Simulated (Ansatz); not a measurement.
Take TaN in the rock salt structure (space group Fm-3m, No. 225; a = 4.418 Å; relaxed with 0.1 eV smearing) as the base. Axes: x, y, z lie along the cube axes.

The values are results of PBE (Ansatz, an electronic-structure program; PAW; 420 eV plane waves; without spin-orbit coupling), not measurements.

Now apply this change: every lattice vector is shortened by 1.45 %, atoms relaxed at fixed cell.

Q: Predict the stress tensor and what it implies for the stiffness.

A: Stress of the strained cell less that of the base (GPa, compression positive):
```
   15.9     0.0     0.0
    0.0    15.9     0.0
    0.0     0.0    15.9
```

Then B = −ΔP/(ΔV/V₀) with ΔV/V₀ = -0.0429 gives secant stiffness values (nonlinear terms included at this strain): B ≈ 371 GPa.

As a check, the harmonic strain energy −½ V₀ Δσ:ε is 23 meV/atom; the computed energy rise is 22 meV/atom.

Whether these cells are dynamically stable was not tested. The final runs are not spin-polarised. This is not the structure that TaN has at room temperature and ambient pressure.
